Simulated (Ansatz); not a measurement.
**N on the 1x1 (111) surface of fcc Al, one in a 2x2 cell, started at the site 'hollow Al-Al-Al over Al at depth 4.6 Å'**

The numbers are results of r2SCAN, at the PBE geometry and the start's symmetry (plane waves to 500 eV, PAW; Ansatz, a program for electronic structure), not measurements.

Model: 17-atom slab, 7.0 Å thick at the start under the adsorbate (thin: gaps and levels are the slab's own), 6x6x1 mesh, Fermi-Dirac 0.1 eV, dipole correction, single point; on the structure that PBE left under its start's symmetry; spin-polarised, no spin-orbit, no U, no dispersion correction. The starting moment vanished. The program's check for a lower electronic state was not made. At the end it is bonded to 3 Al. In PBE it is, or lies within 0.03 eV of, the lowest of the starts that converged; the order may differ at this level.

```json
{
 "adsorption energy against ½ N2(g) at the same level": "-1.55 eV",
 "work_function_of_the_top_face": "4.50 eV",
 "change_of_the_work_function": "0.42 eV",
 "change_of_the_step_from_the_bottom_to_the_top_vacuum_level_against_the_clean_slab": "0.59 eV",
 "height of the binding atom over the mean of the host atoms within 0.3 Å of the top one": "0.700 Å",
 "magnetic_moment_of_the_cell": "0.00 μB",
 "nearest_host_atoms_of_the_binding_atom": "Al at 1.84 Å, Al at 1.84 Å, Al at 1.84 Å",
 "cost": "around 2.3 core-minutes (rough)"
}
```

A negative adsorption energy means that the adsorbate is more stable on the surface than in its reference.
